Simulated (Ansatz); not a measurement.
Consider P in the black-P type structure (space group Cmce, No. 64; a = 3.3022 Å, b = 10.6908 Å, c = 4.4667 Å; layered, stacked along the Cartesian y axis).

Structures relaxed with r2SCAN+rVV10/PAW in Ansatz (a first-principles code), scalar-relativistic without spin-orbit coupling.

Base:

Simulated powder pattern, Cu Kα1, λ = 1.54056 Å (kinematic, ideal powder, no thermal factors, no anomalous dispersion; the 14 strongest lines at most, above 2 %, up to 2θ = 90°):

```tsv
2θ (°)	I/Imax (%)	hkl
16.57	40	(020)
25.97	56	(021)
33.50	36	(040)
34.78	100	(111)
40.35	7.5	(002)
49.99	17	(112)
51.23	11	(060)
55.10	36	(151)
55.62	12	(200)
55.96	33	(132)
62.37	7.8	(221)
64.97	13	(023)
66.51	8.8	(240)
81.69	11	(172)
```

It is then changed as follows: Pt takes the place of P on all its sites, then cell and atoms are relaxed.

After the change:

Simulated powder pattern, Cu Kα1, λ = 1.54056 Å (kinematic, ideal powder, no thermal factors, no anomalous dispersion; the 14 strongest lines at most, above 2 %, up to 2θ = 90°):

```json
[
 {"2θ (°)": "36.13", "d (Å)": "2.484", "I/Imax (%)": "67", "hkl": "(004)"},
 {"2θ (°)": "38.20", "d (Å)": "2.354", "I/Imax (%)": "59", "hkl": "(020)"},
 {"2θ (°)": "39.55", "d (Å)": "2.277", "I/Imax (%)": "100", "hkl": "(111)"},
 {"2θ (°)": "47.55", "d (Å)": "1.910", "I/Imax (%)": "76", "hkl": "(113)"},
 {"2θ (°)": "53.60", "d (Å)": "1.709", "I/Imax (%)": "44", "hkl": "(024)"},
 {"2θ (°)": "61.15", "d (Å)": "1.514", "I/Imax (%)": "21", "hkl": "(115)"},
 {"2θ (°)": "69.73", "d (Å)": "1.348", "I/Imax (%)": "10", "hkl": "(200)"},
 {"2θ (°)": "69.96", "d (Å)": "1.344", "I/Imax (%)": "19", "hkl": "(131)"},
 {"2θ (°)": "75.73", "d (Å)": "1.255", "I/Imax (%)": "20", "hkl": "(133)"},
 {"2θ (°)": "78.81", "d (Å)": "1.213", "I/Imax (%)": "22", "hkl": "(117)"},
 {"2θ (°)": "81.13", "d (Å)": "1.184", "I/Imax (%)": "14", "hkl": "(204)"},
 {"2θ (°)": "82.40", "d (Å)": "1.169", "I/Imax (%)": "14", "hkl": "(220)"},
 {"2θ (°)": "86.89", "d (Å)": "1.120", "I/Imax (%)": "8.3", "hkl": "(135)"},
 {"2θ (°)": "89.06", "d (Å)": "1.098", "I/Imax (%)": "11", "hkl": "(028)"}
]
```

The indices refer to each structure's own conventional cell; one index is shown for lines that coincide. The space group is now Fmmm (No. 69).

Stability against distortions was not tested. As relaxed here, Pt is a hypothetical phase, not in the database extracts checked. The final runs are not spin-polarised.
